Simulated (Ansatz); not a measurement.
Amorphous Li₃₀P₁₀O₄₀, 80 atoms at 2.16 g/cm³, one PBE-relaxed geometry, zone centre. Methods: PBE, scalar-relativistic without spin-orbit coupling (Ansatz, an electronic-structure program); r2SCAN, scalar-relativistic without spin-orbit coupling (Ansatz); HSE06, scalar-relativistic without spin-orbit coupling (Ansatz). Plane waves to 420 eV (r2SCAN 500 eV); exact exchange is cut at the cell's faces. At PBE the levels at the filled edge of the gap are localised (band-tail or defect states), and the nearest spread-out levels lie 5.2 eV apart at the zone centre. All rungs ran without spin polarisation.

A CHGNet melt-quench gave the starting glass, which DFT then relaxed. O atoms were pushed apart under 1.9 Å during the dynamics, to hinder bonds among them. The hot cell started wider than the set density and was brought back towards it in steps. It is the lowest in DFT energy of 2 quenches. It is a model cell: composition and starting density were chosen by hand, and all elements were melted together. No dispersion term was used. Its density started from a set value of 2.30 and ended at 2.16 g/cm³. The quench (nominally 120 K/ps over its main leg) was far faster than any real one, so the model tends to hold more defects than a real film. One small periodic cell is one sample of the glass; other quenches scatter about these values. The volume was free in the relaxation, at fixed shape. Stress components on the final sampling reach 1.4 GPa.

The relaxation ran on the zone centre alone. At PBE the level gap is 3.88 eV on a 2×2×2 Γ-centred mesh, and the spacing at the zone centre alone 3.88 eV.

### Question
What zone-centre spacing does r2SCAN give, roughly?

### Answer
4.30 eV (+0.42 eV against PBE).

### Question
What zone-centre spacing does HSE06 give, roughly?

### Answer
5.42 eV (+1.54 eV against PBE).

The highest filled and the lowest empty state spread over these numbers of atoms (participation numbers): PBE: 3.0 and 69.3; r2SCAN: 2.9 and 67.8; HSE06: 2.9 and 67.4.
